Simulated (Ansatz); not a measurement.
## MgTe: band gap against strain

MgTe (wurtzite, P6_3mc, 34.493 Å³/atom at rest, c along z) under an equal strain ε along all three axes. PBE in Ansatz, a plane-wave DFT program (PAW, default set), 420 eV, 8×8×5 Γ-centred mesh, Fermi-Dirac smearing 0.05 eV; ions are relaxed within the symmetry of each cell. Gaps are the smallest over the k-mesh and a band path, without spin-orbit coupling; in all rows the valence edge lies at Γ and the conduction edge at Γ.

Here s stands for strain and Eg for gap.

| strain (%) | gap (eV) |
|---|---|
| 0.00 | 2.370 |
| 0.60 | 2.291 |
| 1.20 | 2.213 |
| 1.80 | 2.137 |
| 3.00 | ? |

Fit Eg of the 4 rows that show it with a straight line. Means: s 0.90000, Eg 2.2527. About the means, the sum of products is -0.23310 and the sum of squares of s is 1.8000; the slope is their ratio. Least squares gives Eg = 2.3693 - 0.12950·s. Residuals (row less fit): 0.0007, -0.0006, -0.0009, 0.0008; standard error 0.0011 (degrees of freedom: 2). Over these rows the gap moves by -13 ± 0.08 eV per unit strain, or -4.3 eV per unit of ln V.

**Question.** Estimate the missing Eg (s = 3.00); what did the run itself give?

**Answer.** Eg = 2.3693 - 0.12950 × 3.0 = 1.9808 eV. The calculation gives 1.990 eV, 0.0092 eV above the prediction (2.4 % of the range of Eg in the table). The row lies outside the fitted rows, so this is an extrapolation. From the scatter of the fitted rows alone, a prediction at this place has a standard error of 0.0021 eV, so the miss is 4.4 times that.

One order more, fitted to all 6 runs of the series, follows each within 0.001, so the miss is the next term of a smooth law. Spin-orbit coupling is left out, which can shift this property for MgTe. Rows are the converged runs of the series near zero and its far end; series whose fitted rows scatter by over a few per cent of the range, as at a crossing or softening among them, aren't shown in this form. Most that stay on the fit to the last digits aren't either.
